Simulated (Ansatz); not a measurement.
Sc: response to strain

Take Sc in the hcp (Mg type) structure (space group P6_3/mmc, No. 194; relaxed with 0.1 eV smearing) as the base.

```
CELL_PARAMETERS angstrom
      3.31794     0.00000     0.00000
     -1.65897     2.87342     0.00000
      0.00000     0.00000     5.18600
ATOMIC_POSITIONS crystal
  Sc 0.66667 0.33333 0.75000
  Sc 0.33333 0.66667 0.25000
```

Strains are applied to the cell and any free atomic positions relax.

All numbers come from PBE (Ansatz, a first-principles code), without spin-orbit coupling.

Notes on the quantities. pressure: mean of the normal stresses, compression positive; energy relative to the base: free energy F.

| variant | shortest interatomic distance | pressure | energy relative to the base |
|---|---|---|---|
| base | 3.224 Å | 0.0 GPa | 0 meV/atom |
| isotropic strain −2.50 % | 3.143 Å | 4.6 GPa | +25 meV/atom |
| isotropic strain −1.00 % | 3.192 Å | 1.7 GPa | +3.8 meV/atom |
| isotropic strain −0.50 % | 3.208 Å | 0.8 GPa | +0.9 meV/atom |
| isotropic strain +0.50 % | 3.240 Å | -0.8 GPa | +0.9 meV/atom |
| isotropic strain +1.00 % | 3.256 Å | -1.5 GPa | +3.6 meV/atom |
| isotropic strain +1.50 % | 3.272 Å | -2.2 GPa | +8.1 meV/atom |
| isotropic strain +2.00 % | 3.288 Å | -2.9 GPa | +14 meV/atom |
| isotropic strain +2.50 % | 3.304 Å | -3.5 GPa | +22 meV/atom |
| isotropic strain +3.00 % | 3.321 Å | ___ | ___ |

### Question
Fill in the withheld entries from the trend.

### Answer

- isotropic strain +3.00 %, pressure: -4.1 GPa
- isotropic strain +3.00 %, energy relative to the base: +31 meV/atom

Whether these cells are dynamically stable was not tested. All final runs are without spin polarisation.
